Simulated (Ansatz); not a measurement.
The starting structures come from a database of crystals and need not be the phases stable at ambient conditions.

Consider the following.

```
CELL_PARAMETERS angstrom
      5.04099     0.00000     0.00000
     -0.82381     6.79843     0.00000
      0.82381    -3.30715     3.39797
ATOMIC_POSITIONS crystal
  Ti 0.28685 0.44719 0.72463
  Ti 0.71315 0.55281 0.27537
  Ti 0.21315 0.94719 0.66975
  Ti 0.78685 0.05281 0.33025
  O  0.03323 0.74237 0.18773
  O  0.96677 0.25763 0.81227
  O  0.46677 0.24237 0.79701
  O  0.53323 0.75763 0.20299
  O  0.64844 0.32303 0.38687
  O  0.35156 0.67697 0.61313
  O  0.85156 0.82303 0.75919
  O  0.14844 0.17697 0.24081
```

Space group of this cell: P2_1/c. The cell is taken as given; by r2SCAN its mean pressure is -1.5 GPa.

Transport runs along the normal of the first two printed cell vectors.

The gap is the functional's own, uncorrected, and κ follows it; spin-orbit coupling is left out. Mid-gap values are interpolated between the computed energies.

Estimate the band gap and the smallest decay constant κ at mid-gap that r2SCAN run with Ansatz (an electronic-structure program) returns for this system.

Gap 2.66 eV on a 6×10×10 mesh; κ = 0.358 1/Å, at the zone centre.
